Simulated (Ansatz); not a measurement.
Start from InSb in the zinc blende structure (space group F-43m, No. 216; a = 6.557 Å).

Level of theory: plane-wave PAW DFT at the r2SCAN level (Ansatz, a program for electronic structure, 500 eV), without spin-orbit coupling, earlier PAW set.

Before the change:

```
Quantity                            Value
-----------------------------  ----------
Band gap                             zero
Shortest interatomic distance  5.366 bohr
```

Modification: cell and atoms relaxed at a pressure of 7 GPa.

**Question.** Estimate the effect on the band gap, hole mass, shortest interatomic distance and electron mass.

**Answer.** The band gap goes from zero to 0.77 eV; the hole mass (degenerate bands, along [100]) amounts to 0.042, 0.26, 0.26 mₑ (at Γ); the shortest interatomic distance drops by 0.212 bohr, from 5.366 bohr to 5.154 bohr; the electron mass comes out as 0.043 mₑ (at Γ).

With Sb present, leaving out spin-orbit coupling can change the band edges. Load acts through the strain it causes; cell and atoms are relaxed under it. Masses are band curvatures over ±0.01 Å⁻¹ around the edge. Stability against distortions was not tested. Tetrahedral semiconductors of this kind turn to denser phases somewhere between about 1 and 50 GPa; those were not computed, so compressed cells here can lie past the real transition. All final runs are without spin polarisation. Gaps under 0.05 eV, about the width of the smearing, are given as zero. A zero or small gap of InSb can be the functional's error rather than a property of the material.
